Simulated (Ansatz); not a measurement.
Results of r²SCAN+SOC (Ansatz, an electronic-structure program, plane waves, PAW) for BBi (model structure, started from the zincblende type, F-43m, No. 216, 2 atoms in the cell).

Run with plane-wave cutoff 560 eV, 18×18×18 k mesh, Fermi–Dirac smearing 0.05 eV, PAW data made under PBE.

Cell (relaxed with PBEsol):

```
BiB
1.0
    0.00000     2.72816     2.72816
    2.72816     0.00000     2.72816
    2.72816     2.72816     0.00000
Bi B
1 1
Cartesian
  4.09225   4.09225   4.09225
  0.00000   0.00000   0.00000
```

Q: Estimate the band gap that the calculation returns.

A: 
- band gap: 0.33 eV (on the SCF k mesh)

Note: the relaxation could raise the start's symmetry but not lower it, so the cell can be a saddle point; cell and atoms aren't relaxed at this level (pressure 1.4 GPa).

The computed numbers hold no vibrational or temperature effects.

Computing time: around 120 core-seconds (rough).

A model structure was made by putting elements into a prototype or built by hand; it is no filed structure, need not be a known phase, and can be a saddle point held by its symmetry.
